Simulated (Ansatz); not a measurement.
Seebeck coefficient (μV/K, mean over directions) of p-type SnS (Pnma) against carrier density, PBEsol+D3BJ, rigid bands (Ansatz, an electronic-structure program). Computed gap 0.30 eV; densities at which minority carriers matter at this gap, or further valleys turn the trend, are left out. Conductivity mass 0.151 mₑ (harmonic mean over directions), N_v = 5.6e18 cm⁻³ at 300 K.

| hole density | 300 K |
|---|---|
| 1e18 cm⁻³ | [?] |
| 3e18 cm⁻³ | 287 |
| 1e19 cm⁻³ | [?] |
| 3e19 cm⁻³ | 132 |
| 1e20 cm⁻³ | [?] |
| 3e20 cm⁻³ | 41 |
| 1e21 cm⁻³ | 25 |

Problem. Fill in the missing entries.

Solution. 
- 1e18 cm⁻³, 300 K: 378
- 1e19 cm⁻³, 300 K: 197
- 1e20 cm⁻³, 300 K: 76

Rigid bands with a gap fixed in temperature, one relaxation time for all states, no polarons or phonon drag, and whether or not such doping can be reached. Spin-orbit coupling is left out; where it splits the top of the valence band, N_v and the p-type Seebeck coefficient come out somewhat high without it. Geometry: cell and atoms relaxed with PBEsol+D3(BJ).

PBEsol with a dispersion correction tends to overbind, so the cell can be several per cent short, in bad cases over ten, which usually narrows a gap: SnS (Pnma).
